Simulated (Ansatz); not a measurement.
**Be: energy against strain**

Be (hcp, P6_3/mmc, 7.835 Å³/atom at rest, c along z) under a strain ε along c (axis z), the other axes held. PBEsol in Ansatz, a plane-wave DFT program (PAW, default set), 420 eV, 29×29×16 Γ-centred mesh, Fermi-Dirac smearing 0.10 eV; ions are relaxed within the symmetry of each cell.

Here s stands for strain and y for E less E0.

| strain (%) | E less E0 (meV/atom) |
|---|---|
| -3.00 | ? |
| -1.50 | 2.29 |
| -1.00 | 1.03 |
| -0.50 | 0.27 |
| 0.00 | 0.00 |
| 0.50 | 0.21 |
| 1.00 | 0.88 |
| 1.50 | 2.00 |

The 7 complete rows are fitted with a parabola, y against s. Least squares gives y = 0.001 - 0.0879·s + 0.9529·s². Residuals (row less fit): 0.013, -0.012, -0.013, -0.001, 0.015, 0.014, -0.013; standard error 0.016 (degrees of freedom: 4). Twice the quadratic coefficient over the volume, 2 × 0.9529 meV × 10⁴ × 0.1602 / 7.835 Å³, is the elastic constant C33 = 390 ± 3 GPa.

**Question.** What does the fit predict for y at s = -3.00, and how far is the calculated value from it?

**Answer.** y = 0.001 - 0.0879 × (-3.0) + 0.9529 × (-3.0)² = 8.841 meV/atom. The calculation gives 9.16 meV/atom, 0.319 meV/atom above the prediction (3.5 % of the range of y in the table). The row lies outside the fitted rows, so this is an extrapolation. From the scatter of the fitted rows alone, a prediction at this place has a standard error of 0.063 meV/atom, so the miss is 5.1 times that.

One order more, fitted to all 13 runs of the series, follows each within 0.01, so the miss is the next term of a smooth law. In a metal these values are sensitive to mesh and smearing; energies are taken to zero smearing, stresses follow the free energy. Rows are the converged runs of the series near zero and its far end; series whose fitted rows scatter by over a few per cent of the range, as at a crossing or softening among them, aren't shown in this form. Most that stay on the fit to the last digits aren't either.
